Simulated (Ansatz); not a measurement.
Output of an Ansatz run (abridged):

```
WARN ansatz: RAYON_NUM_THREADS=1 ignored (pool sized by the plan → 1); use --threads N
Pseudopotentials: kind: paw
Pseudopotential: Rb, paw, valence charge 9
Crystal: 1 atoms, lattice volume = 90.995 Å³
Basis set: ecut = 420 eV, 1745 PW (Γ)
Bands: 9, of which v1, the nominal top of the filled ones, is band 5 counted from 1 (4 counted from 0)
Symmetry: 48 space group operations
Space group: Im-3m (ITA 229), of the structure as read, at distance tolerance 4.5e-5 Å
k-points: 29 of 512
PAW frozen core: Rb, regenerated for the run's functional, and the local potential with it
Initial density: superposition of atomic densities (neutral atoms: chi_scale 0, normalization atom), corrected by the library's trained network
Initial wavefunctions: pseudopotential atomic-orbital guess
Eigensolver: davidson
Functional: x = slater, c = lda
SCF iter   1: F=—  HF=-3170.749132 eV  |F-HF|=—  |Δ(HF+E_count)|=         —  Δρ=2.63e-3  dr2=2.56e-3  ethr=1.77e-3  ⟨swp⟩=7.0  Hψ=2149  notcnv=0
all-band conjugate gradients solve this SCF's bands
preconditioner: auto → Kerker (q_TF=auto, 1.855 Å⁻¹)
SCF iter   2: F=—  HF=-3170.749268 eV  |F-HF|=—  |Δ(HF+E_count)|=   1.36e-4  Δρ=1.36e-3  dr2=7.58e-4  ethr=2.84e-5  ⟨swp⟩=2.0  Hψ=573  notcnv=0
SCF iter   3: F=—  HF=-3170.749347 eV  |F-HF|=—  |Δ(HF+E_count)|=   7.98e-5  Δρ=1.70e-4  dr2=3.89e-5  ethr=8.42e-6  ⟨swp⟩=2.1  Hψ=397  notcnv=0
SCF iter   4: F=—  HF=-3170.749374 eV  |F-HF|=—  |Δ(HF+E_count)|=   2.67e-5  Δρ=8.94e-5  dr2=8.70e-6  ethr=4.33e-7  ⟨swp⟩=2.4  Hψ=394  notcnv=0
SCF iter   5: F=—  HF=-3170.749375 eV  |F-HF|=—  |Δ(HF+E_count)|=   1.36e-6  Δρ=3.57e-5  dr2=2.22e-6  ethr=9.67e-8  ⟨swp⟩=1.7  Hψ=328  notcnv=0
SCF iter   6: F=-3170.749375 eV  HF=-3170.749375 eV  |F-HF|=4.27e-8  |Δ(HF+E_count)|=   1.70e-8  Δρ=5.51e-6  dr2=7.44e-8  ethr=1.11e-9  ⟨swp⟩=4.4  Hψ=1541  notcnv=0
SCF 1 converged in 6 iterations: F = -3170.749375 eV  dr2 = 7.44e-8
SCF converged after 6 iterations
Free energy (F): -3170.749375 eV
Harris-Foulkes:  -3170.749375 eV  (|F-HF|=4.27e-8)
Internal energy: -3170.715888 eV  (E = F + TS)
E sigma→0 (E₀):  -3170.732631 eV
Entropy (-TS):   -0.033488 eV (-33.488 meV/atom)
Fermi energy:    1.722075 eV
--- Per-component energies (eV) ---
  E_band       = -120.608612
  E_kinetic    = 190.859716
  E_local      = -713.215505  (includes V_loc(G=0)·N_el)
  E_nonlocal   = 177.904290
  E_hartree    = 198.924385
  E_xc         = -127.305755
  E_vxc        = -134.087937  (∫ρ·V_xc dr)
  E_paw        = -2523.640878  (= ΣΔE_a)
  E_vpaw       = -39.911065  (= ΣTr[D̂ρ^β])
  E_aug_tail   = -0.000002  (compensation charges beyond the density's cutoff)
  E_ewald      = -374.513397
  E_core_change = 0.271259  (= ΣΔE_core)
  E_smearing   = -0.033488  (= −TS)
  E_closure    = -0.000000  (closes the sum)
  Σ components = -3170.749375   (vs F -3170.749375, Δ=0.00e0)
--- Forces (eV/Å), atoms counted from 1 ---
  atom   1  Rb     0.00000000     0.00000000     0.00000000
  max |Σ_I F_I| component: 1.31e-31 eV/Å
--- Stress (GPa, compression-positive) ---
       -0.409127      -0.000000       0.000000
       -0.000000      -0.409127      -0.000000
       -0.000000      -0.000000      -0.409127
  P = ⅓ Tr σ = -0.4091 GPa (-4.091 kbar)
  The stress holds the Pulay correction. Without it, at fixed plane waves, as pw.x and ABINIT print it: P = -0.4099 GPa
--- Band table (eV; the first three rows and the last of 29) ---
  k-point 0: bands = ["-27.1470", "-11.1800", "-11.1800", "-11.1800", "-0.2604", "5.3115", "5.3115", "5.3115", "6.2836"]
  k-point 1: bands = ["-27.1464", "-11.1948", "-11.1849", "-11.1800", "-0.0755", "5.0234", "5.0867", "5.4810", "6.0321"]
  k-point 2: bands = ["-27.1449", "-11.2299", "-11.1966", "-11.1800", "0.4525", "4.1777", "4.6794", "5.9767", "6.0850"]
  k-point 28: bands = ["-27.1394", "-11.2509", "-11.2509", "-11.2509", "3.0106", "3.0106", "4.9666", "4.9666", "4.9666"]
```

The structure:

```
CELL_PARAMETERS angstrom
     -2.83347     2.83347     2.83347
      2.83347    -2.83347     2.83347
      2.83347     2.83347    -2.83347
ATOMIC_POSITIONS crystal
  Rb 0.00000 0.00000 0.00000
```

Problem. Reconstruct the input of this run.

Solution. Other spellings and defaults could give the same log, and not every line can be read from it. The input that was run (DFT, LDA (PW92), plane waves, default PAW files made with PBE):

Ansatz 0.2 input:
```yaml
crystal:
  lattice:
    - [-2.833475, 2.833475, 2.833475]
    - [2.833475, -2.833475, 2.833475]
    - [2.833475, 2.833475, -2.833475]
  atoms:
    - { symbol: Rb, position_ang: [0.000000, 0.000000, 0.000000] }
basis:
  ecutwfc: 420.0
kpoints:
  mp_grid: { grid: [8, 8, 8] }
hamiltonian:
  xc: lda
  pseudopotentials: { kind: paw }
scf:
  occupations: { method: fermi_dirac, width: 0.1 }
output:
  forces: true
  eigenvalues: true
  stress: true
```

The starting cell has typed, rounded lattice constants, without a prior relaxation at this level. Its lattice was rescaled by up to half a per cent. Ansatz's pressure includes its estimate of the finite-basis (Pulay) stress.

Ansatz is a program for electronic structure.
